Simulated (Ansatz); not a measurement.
Take SrZrO3 in the cubic perovskite structure (space group Pm-3m, No. 221; a = 4.130 Å) as the base.

Now apply this change: cell and atoms relaxed at a pressure of 1.5 GPa.

Levels (all Ansatz, a program for electronic structure, PAW): PBEsol (420 eV, no SOC); PBEsol+SOC (420 eV, spin-orbit coupling included).

The geometry is relaxed with PBEsol.

* **PBEsol smallest direct gap**: 3.58 eV
* **PBEsol lowest conduction level above the VBM at special points**: Γ 3.32 eV; X 3.78 eV; M 5.99 eV; R 6.15 eV
* **PBEsol gap character**: indirect, R → Γ

What does PBEsol+SOC give at this geometry for the electron mass, smallest direct gap, lowest conduction level above the VBM at special points and gap character?

The electron mass (degenerate bands, along [100]) amounts to 0.34, 0.80 mₑ (at Γ); the smallest direct gap drops by 0.07 eV (3.58 eV → 3.51 eV); the lowest conduction level above the VBM at special points becomes Γ 3.30 eV; X 3.78 eV; M 5.96 eV; R 6.14 eV (PBEsol: Γ 3.32 eV; X 3.78 eV; M 5.99 eV; R 6.15 eV); the gap character stays indirect, R → Γ.

Single points use the geometry relaxed with PBEsol. Differences between runs with and without spin-orbit coupling are approximate. Load acts through the strain it causes; cell and atoms are relaxed under it. Masses are band curvatures over ±0.01 Å⁻¹ around the edge. Whether these cells are dynamically stable was not tested. Many cubic perovskites are stable only at high temperature; tilts and polar distortions were not tested.
